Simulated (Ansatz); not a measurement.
Take InSb in the zinc blende structure (space group F-43m, No. 216; a = 6.519 Å) as the base.

Calculations: PBEsol (Ansatz, an electronic-structure program, PAW, spin-orbit coupling left out).

Base values:

The density is 5.67 g/cm³.

Perturbation: a hydrostatic pressure of 4.5 GPa.

Predict the new valley order.

The valley order (the lowest conduction-band minima on the path, energy above the VBM, named in the base's zone) amounts to Γ 0.12 eV; L along ⟨111⟩ 0.60 eV; a point along ⟨100⟩, about 0.8 Å⁻¹ from Γ 1.05 eV.

Estimate the effect on the density.

The density increases by 0.51 g/cm³ (5.67 g/cm³ → 6.18 g/cm³).

Spin-orbit coupling, missing from the scalar runs, can matter with Sb. The levels and masses belong to the bands next to the band gap. Load acts through the strain it causes; cell and atoms are relaxed under it. Stability against distortions was not tested. Tetrahedral semiconductors of this kind turn to denser phases somewhere between about 1 and 50 GPa; those were not computed, so compressed cells here can lie past the real transition. All final runs are without spin polarisation.
